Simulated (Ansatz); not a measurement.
Start from SnTe in the rock salt structure (space group Fm-3m, No. 225).

```xyz
2
Lattice="0.0000 3.1446 3.1446 3.1446 0.0000 3.1446 3.1446 3.1446 0.0000" Properties=species:S:1:pos:R:3 pbc="T T T"
Sn     0.0000     0.0000     0.0000
Te     3.1446     3.1446     3.1446
```

Cartesian axes are those of the cell as printed.

The values are results of Ansatz (a quantum-chemistry and plane-wave program), PBEsol, PAW, cutoff 420 eV, no SOC, not measurements.

For the base:

```
Item         Result
--------  ---------
Pressure  -0.1 kbar
```

The change: the cell is compressed by 1.00 % along z with no lateral relaxation; the atoms relax in the strained cell.

Task: What does the calculation give for the pressure after the change?

Result: The pressure (mean of the normal stresses, compression positive) rises by 5.0 kbar, from -0.1 kbar to 4.9 kbar.

Task: What does the calculation give for the energy relative to the base after the change?

Result: The energy grows by 1.4 meV/atom.

No phonon test of stability was made.
